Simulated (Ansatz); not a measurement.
Here is the system:

End structure of a constructed model of the (111)B surface of zinc-blende GaSb, Sb-terminated, 2x2 Ga adatom at T1 (bottom of the slab: 3 H on 4 bottom sites):

```
CELL_PARAMETERS angstrom
      8.78596     0.00000     0.00000
     -4.39298     7.60887     0.00000
      0.00000     0.00000    32.00000
ATOMIC_POSITIONS crystal
  Ga 0.32915 0.17085 0.29748
  Ga 0.84170 0.17085 0.29748
  Ga 0.32915 0.65830 0.29748
  Ga 0.83333 0.66667 0.31678
  Sb 0.16667 0.33333 0.32914
  Sb 0.66088 0.32177 0.32800
  Sb 0.17823 0.83912 0.32800
  Sb 0.66088 0.83912 0.32800
  Ga 0.16667 0.33333 0.41244
  Ga 0.66667 0.33333 0.41244
  Ga 0.16667 0.83333 0.41244
  Ga 0.66667 0.83333 0.41244
  Sb 0.00000 0.00000 0.44047
  Sb 0.50000 0.00000 0.44047
  Sb 0.00000 0.50000 0.44047
  Sb 0.50000 0.50000 0.44047
  Ga 0.99949 0.99898 0.52475
  Ga 0.50000 0.00000 0.52435
  Ga 0.99949 0.50051 0.52475
  Ga 0.50102 0.50051 0.52475
  Sb 0.33385 0.16615 0.55371
  Sb 0.83230 0.16615 0.55371
  Sb 0.33385 0.66770 0.55371
  Sb 0.83333 0.66667 0.55474
  Ga 0.34199 0.15801 0.63794
  Ga 0.81602 0.15801 0.63794
  Ga 0.34199 0.68398 0.63794
  Ga 0.83333 0.66667 0.63881
  Sb 0.16667 0.33333 0.66273
  Sb 0.66725 0.33450 0.67489
  Sb 0.16550 0.83275 0.67489
  Sb 0.66725 0.83275 0.67489
  H  0.33217 0.16783 0.24846
  H  0.83567 0.16783 0.24846
  H  0.33217 0.66433 0.24846
  Ga 0.16667 0.33333 0.75055
```

Model: 36-atom slab, 16.0 Å thick at the start with caps and adatoms, 3x3x1 mesh, Fermi-Dirac 0.025 eV, dipole correction, 8 atoms held, the rest relaxed; symmetry of the start imposed; no spin (no spin-polarised run to compare, though such a face may carry moments), no spin-orbit, no U. The slab shows no gap over 0.04 eV on its mesh. In PBE it lies 0.26 eV a 1x1 cell over the lowest computed structure of the same composition (2x2 Ga adatom at T4).

Question: What work function of the top face does PBE in Ansatz (a quantum-chemistry and plane-wave program) give?

Answer: 4.55 eV
